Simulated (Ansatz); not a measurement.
System: SiC2N4 (Pn-3m, No. 224, 14 atoms in the cell; start mp-30160). Method: LDA (Ansatz, a program for electronic structure, plane waves, PAW).

Input file:

Ansatz 0.2 input:
```yaml
crystal:
  lattice:
    - [6.6684467618, 0.0, 0.0]
    - [0.0, 6.6684467618, 0.0]
    - [0.0, 0.0, 6.6684467618]
  atoms:
    - { symbol: Si, position: [0.5, 0.5, 0.5] }
    - { symbol: Si, position: [0.0, 0.0, 0.0] }
    - { symbol: C, position: [0.75, 0.25, 0.25] }
    - { symbol: C, position: [0.25, 0.25, 0.75] }
    - { symbol: C, position: [0.25, 0.75, 0.25] }
    - { symbol: C, position: [0.75, 0.75, 0.75] }
    - { symbol: N, position: [0.1455217617, 0.8544782383, 0.1455217617] }
    - { symbol: N, position: [0.6455217617, 0.6455217617, 0.6455217617] }
    - { symbol: N, position: [0.8544782383, 0.1455217617, 0.1455217617] }
    - { symbol: N, position: [0.3544782383, 0.3544782383, 0.6455217617] }
    - { symbol: N, position: [0.1455217617, 0.1455217617, 0.8544782383] }
    - { symbol: N, position: [0.6455217617, 0.3544782383, 0.3544782383] }
    - { symbol: N, position: [0.8544782383, 0.8544782383, 0.8544782383] }
    - { symbol: N, position: [0.3544782383, 0.6455217617, 0.3544782383] }
basis:
  ecutwfc: 520
  ecutrho_ratio: 4
  xc_grid: 2
kpoints:
  mp_grid: { grid: [6, 6, 6] }
  band_path:
    path:
      - [0.0, 0.0, 0.0]
      - [0.0, 0.125, 0.0]
      - [0.0, 0.25, 0.0]
      - [0.0, 0.375, 0.0]
      - [0.0, 0.5, 0.0]
      - [0.125, 0.5, 0.0]
      - [0.25, 0.5, 0.0]
      - [0.375, 0.5, 0.0]
      - [0.5, 0.5, 0.0]
      - [0.416667, 0.416667, 0.0]
      - [0.333333, 0.333333, 0.0]
      - [0.25, 0.25, 0.0]
      - [0.166667, 0.166667, 0.0]
      - [0.083333, 0.083333, 0.0]
      - [0.0625, 0.0625, 0.0625]
      - [0.125, 0.125, 0.125]
      - [0.1875, 0.1875, 0.1875]
      - [0.25, 0.25, 0.25]
      - [0.3125, 0.3125, 0.3125]
      - [0.375, 0.375, 0.375]
      - [0.4375, 0.4375, 0.4375]
      - [0.5, 0.5, 0.5]
      - [0.416667, 0.5, 0.416667]
      - [0.333333, 0.5, 0.333333]
      - [0.25, 0.5, 0.25]
      - [0.166667, 0.5, 0.166667]
      - [0.083333, 0.5, 0.083333]
      - [0.5, 0.5, 0.375]
      - [0.5, 0.5, 0.25]
      - [0.5, 0.5, 0.125]
    npoints: 1
hamiltonian:
  xc: lda
  dispersion: none
  pseudopotentials: { kind: paw }
scf:
  occupations: { method: fermi_dirac, width: 0.01 }
  convergence: { dr2_threshold: 0.0000000014 }
output:
  forces: true
  stress: true
  eigenvalues: true
  write_bands: true
```

Question: How many irreducible k-points, plane waves at Γ does the program set up, and what pressure does the run end with?

Answer: 20 irreducible k-points, 8025 plane waves at Γ; P = -1.94 GPa, so the cell is stretched on average and its volume would shrink at this level.

The run printed, among other lines:

```
Crystal: 14 atoms, lattice volume = 296.534 Å³
Basis set: ecut = 520 eV, 8025 PW (Γ), exchange–correlation on 100×100×100 points (8 copies of the dense FFT grid, shifted against one another)
Bands: 46, of which v1, the nominal top of the filled ones, is band 32 counted from 1 (31 counted from 0)
Symmetry: 48 space group operations
Space group: Pn-3m (ITA 224), of the structure as read, at distance tolerance 6.7e-5 Å
k-points: 20 of 216
Functional: x = slater, c = lda
SCF iter   1: F=—  HF=-5182.319197 eV  |F-HF|=—  |Δ(HF+E_count)|=         —  Δρ=7.65e-3  dr2=1.46e-1
SCF iter   2: F=—  HF=-5182.297028 eV  |F-HF|=—  |Δ(HF+E_count)|=   2.22e-2  Δρ=3.32e-3  dr2=1.88e-2
  ...
SCF iter   7: F=—  HF=-5182.294778 eV  |F-HF|=—  |Δ(HF+E_count)|=   4.42e-4  Δρ=1.66e-6  dr2=8.59e-9
SCF iter   8: F=-5182.294778 eV  HF=-5182.294778 eV  |F-HF|=7.91e-11  |Δ(HF+E_count)|=  2.26e-10  Δρ=1.93e-7  dr2=7.20e-11
SCF 1 converged in 8 iterations: F = -5182.294778 eV  dr2 = 7.20e-11
SCF converged after 8 iterations
Free energy (F): -5182.294778 eV
Internal energy: -5182.294778 eV  (E = F + TS)
E sigma→0 (E₀):  -5182.294778 eV
Fermi energy:    1.032002 eV
--- Forces (eV/Å), atoms counted from 1 ---
  atom   1  Si    -0.00000000    -0.00000000     0.00000000
  atom   2  Si    -0.00000000    -0.00000000    -0.00000000
  atom   3  C      0.00000000     0.00000000     0.00000000
  atom   4  C      0.00000000    -0.00000000     0.00000000
  atom   5  C      0.00000000     0.00000000    -0.00000000
  atom   6  C      0.00000000    -0.00000000     0.00000000
  atom   7  N      0.11879514    -0.11879514     0.11879514
  atom   8  N      0.11879514     0.11879514     0.11879514
  atom   9  N     -0.11879514     0.11879514     0.11879514
  atom  10  N     -0.11879514    -0.11879514     0.11879514
  atom  11  N      0.11879514     0.11879514    -0.11879514
  atom  12  N      0.11879514    -0.11879514    -0.11879514
  atom  13  N     -0.11879514    -0.11879514    -0.11879514
  atom  14  N     -0.11879514     0.11879514    -0.11879514
--- Stress (GPa, compression-positive) ---
       -1.942744       0.000000       0.000000
        0.000000      -1.942744       0.000000
        0.000000       0.000000      -1.942744
  P = ⅓ Tr σ = -1.9427 GPa (-19.427 kbar)
```

The PAW data were made under PBE.

Note: cell and atoms aren't relaxed at this level (largest force component 0.12 eV/Å, pressure -1.9 GPa).

The result took very roughly 40 core-seconds.

A start named mp-… is a Materials Project structure, which need not be a measured phase.
